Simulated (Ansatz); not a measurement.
Start from MgO in the rock salt structure (space group Fm-3m, No. 225; a = 4.254 Å).

The change: a negative pressure, −1 GPa.

Levels (all Ansatz, an electronic-structure program, PAW): PBE (420 eV, scalar-relativistic without spin-orbit coupling); r2SCAN (500 eV, no SOC).

The geometry is relaxed with PBE.

- PBE band gap = 4.40 eV
- PBE hole mass = 0.38, 2.2, 2.2 mₑ (at Γ)
- PBE width of the top valence band = 1.70 eV

Question: Predict the band gap, hole mass and width of the top valence band from r2SCAN.

Answer: The band gap increases by 0.87 eV, from 4.40 eV to 5.27 eV; the hole mass (degenerate bands, along [100]) goes from 0.38, 2.2, 2.2 mₑ (at Γ) to 0.41, 2.1, 2.1 mₑ (at Γ); the width of the top valence band stays 1.70 eV.

Single points use the geometry relaxed with PBE. Their cutoffs differ, which shifts pressures a little. Load acts through the strain it causes; cell and atoms are relaxed under it. Effective masses come from finite differences of ±0.01 Å⁻¹. Whether these cells are dynamically stable was not tested.
